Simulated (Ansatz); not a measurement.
**HfN: energy against strain**

HfN (rock salt, Fm-3m, 11.587 Å³/atom at rest, cube axes along x, y and z) under a strain ε along a cube axis (axis z), the other axes held. r2SCAN in Ansatz, a plane-wave DFT program (PAW, default set), 500 eV, 22×22×22 Γ-centred mesh, Fermi-Dirac smearing 0.10 eV; ions are relaxed within the symmetry of each cell.

Here s stands for strain and y for E less E0.

| strain (%) | E less E0 (meV/atom) |
|---|---|
| -1.50 | 5.18 |
| -1.00 | 2.24 |
| -0.50 | 0.53 |
| 0.00 | 0.00 |
| 0.50 | 0.57 |
| 1.00 | 2.17 |
| 1.50 | 4.74 |
| 3.00 | ? |

Fit y of the 7 rows that show it with a parabola. Least squares gives y = 0.000 - 0.1014·s + 2.2048·s². Residuals (row less fit): 0.067, -0.066, -0.072, 0.000, 0.069, 0.067, -0.069; standard error 0.084 (degrees of freedom: 4). Twice the quadratic coefficient over the volume, 2 × 2.2048 meV × 10⁴ × 0.1602 / 11.587 Å³, is the elastic constant C11 = 610 ± 10 GPa.

### Question
Predict the withheld y at s = 3.00 from the fit, and compare with the calculation.

### Answer
y = 0.000 - 0.1014 × 3.0 + 2.2048 × 3.0² = 19.539 meV/atom. The calculation gives 17.74 meV/atom, 1.799 meV/atom below the prediction (10.1 % of the range of y in the table). The row lies outside the fitted rows, so this is an extrapolation. From the scatter of the fitted rows alone, a prediction at this place has a standard error of 0.320 meV/atom, so the miss is 5.6 times that.

One order more, fitted to all 13 runs of the series, follows each within 0.02, so the miss is the next term of a smooth law. In a metal these values are sensitive to mesh and smearing; energies are taken to zero smearing, stresses follow the free energy. Rows are the converged runs of the series near zero and its far end; series whose fitted rows scatter by over a few per cent of the range, as at a crossing or softening among them, aren't shown in this form. Most that stay on the fit to the last digits aren't either.
